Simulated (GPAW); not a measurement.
Band structure of AgBr (Fm-3m, 2 atoms in the cell).

```
CELL_PARAMETERS angstrom
      0.00000     2.88500     2.88500
      2.88500     0.00000     2.88500
      2.88500     2.88500     0.00000
ATOMIC_POSITIONS crystal
  Ag 0.00000 0.00000 0.00000
  Br 0.50000 0.50000 0.50000
```

Method: PBE, GPAW PAW datasets PBE (gpaw-data 1.0.1) (plane waves; GPAW 25.7.0).

Settings: mode = pw; ecut = 600 eV; xc = PBE; kpts = 10 10 10; mesh shift (steps) = 0 0 0; occupations.name = fermi-dirac; occupations.width = 0.05 eV; nbands = -6; convergence.density = 1e-05 e/electron; convergence.energy = 1e-05 eV/electron; convergence.bands = -4; symmetry.symmorphic = false; symmetry.tolerance = 0.0005; maxiter = 120.

The starting cell has typed, rounded lattice constants, without a prior relaxation at this level.

Question: Predict the gap along the standard path and the places of the band edges.

Answer: The gap along the path is 0.66 eV, from L to Γ; the smallest direct gap on it is 2.56 eV.

Levels in eV from the top of the valence band on the SCF mesh, bands 9 to 16:
```
point      9     10     11     12    13    14    15     16
-----  -----  -----  -----  -----  ----  ----  ----  -----
Γ      -2.73  -1.90  -1.90  -1.90  0.66  9.93  9.93   9.93
X      -2.58  -2.34  -2.34  -2.24  1.61  7.09  8.99  10.98
W      -2.33  -2.24  -2.24  -1.49  3.75  7.13  7.66   7.66
K      -2.38  -2.17  -1.98  -1.18  2.96  6.83  8.19   9.14
L      -2.44  -2.10   0.00   0.00  3.76  6.49  6.77   6.77
U      -2.38  -2.17  -1.98  -1.18  2.96  6.83  8.19   9.14
```
